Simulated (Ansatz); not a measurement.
Effect of tensor shear ε_xy = +0.57 % on Cu

Take Cu in the fcc (Cu type) structure (space group Fm-3m, No. 225; a = 3.577 Å; relaxed with 0.1 eV smearing) as the base. Axes: x, y, z lie along the cube axes.

One thing is altered: tensor shear ε_xy = +0.57 % (engineering shear γ = 0.0114), atoms relaxed at fixed cell.

Level of theory: Ansatz (an electronic-structure program) r2SCAN, no spin-orbit coupling. k-mesh 32×32×32 (Γ-centred); smearing 0.1 eV (Fermi–Dirac).

Volume per atom: 11.44 Å³ (base 11.44 Å³)
Space group: Immm (No. 71) (base Fm-3m (No. 225))
Shortest interatomic distance: 2.515 Å (base 2.529 Å)
Energy relative to the base (free energy F): +0.4 meV/atom
Band gap: zero (base zero)
Stress (xx, yy, zz, yz, xz, xy; compression positive): (0.0, 0.0, 0.0, 0.0, 0.0, -1.1) GPa

Final structure:

```yaml
crystal:
  lattice:
    - [0.01019, 1.78838, 1.78838]
    - [1.78838, 0.01019, 1.78838]
    - [1.79857, 1.79857, 0.00000]
  atoms:
    - { symbol: Cu, position: [0.00000, 0.00000, 0.00000] }
```

Cost of the whole job for the changed cell (relaxation, final SCF and bands): about 2.9 core-minutes (a rough figure).

The cells carry an imposed strain or load. Whether these cells are dynamically stable was not tested. All final runs are without spin polarisation.
